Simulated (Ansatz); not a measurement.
Consider interstitial O in fcc Ag, neutral cell. Computed with PBE, PAW (plane waves to 420 eV; Ansatz, a first-principles code).

Cell of 32 host sites held at the relaxed PBE lattice; a 3×3×3 k-point mesh shifted by half a step; Fermi-Dirac width 0.10 eV, spin-restricted; finite-size errors left in. Energies are static. Sites that were not tried may lie lower.

Barriers: single points on a 4×4×4 k-point mesh shifted by half a step at the bands' geometries (they differ from the bands' own by up to 0.05 eV, and are uncertain by about as much).

A. one O atom jumps by itself; the atom moves 2.91 Å along (0.50, 0.00, -0.50) of the unit cell; the moving atom starts with neighbours 6 Ag at 2.27 Å and ends with 6 Ag at 2.27 Å; saddle order not checked, on a symmetry element.
B. several atoms move together, O the farthest; the atom moves 2.07 Å along (0.00, 0.50, 0.00) of the unit cell; the moving atom starts with neighbours 4 Ag at 2.11 Å and ends with 4 Ag at 2.11 Å; the start lies 0.21 eV above the lowest site run; saddle order not checked, on a symmetry element.
C. one O atom jumps by itself; the atom moves 1.80 Å along (0.25, 0.25, -0.25) of the unit cell; the moving atom starts with neighbours 6 Ag at 2.27 Å and ends with 4 Ag at 2.11 Å; saddle order not checked, on a symmetry element.

A band can be held on a symmetry element, so unchecked saddle points there may be too high.

**Question.** Put the candidates in order of forward barrier, lowest first, for PBE, PAW.

**Answer.** C (0.36 eV), B (0.44 eV), A (0.65 eV)
